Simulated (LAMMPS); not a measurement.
MD of CoAl (CsCl type) at zero pressure, 1024 atoms, as a liquid; each row is its own run.

Model: classical MD, pair style meam, file MoCoNiVFeAlCr_2nn.meam, run in LAMMPS.

```csv
T (K),D(Co) (cm²/s)
1520,1.71e-5
1710,2.87e-5
1900,3.81e-5
2380,8.80e-5
2660,0.000115
```

Fit an Arrhenius law, ln y = a + b / x, to these rows (x is the first column, y the second) and predict the run at x = 2090.

Least squares gives a = -6.5133 and b = -6804. The slope times kB gives an activation energy of 0.59 eV. At x = 2090 the fit predicts 5.72e-5 cm²/s. The run itself gave (5.7 ± 0.4) × 10^-5 cm²/s, so the fit is 1.1 % high, within the run's error.

Caution: a run this short can hold a crystal over, or a liquid under, the potential's own melting point, which these runs don't give.

Errors of D are the spread over four groups of atoms in one short run; a floor of about 5 %, a picked value, is safer.
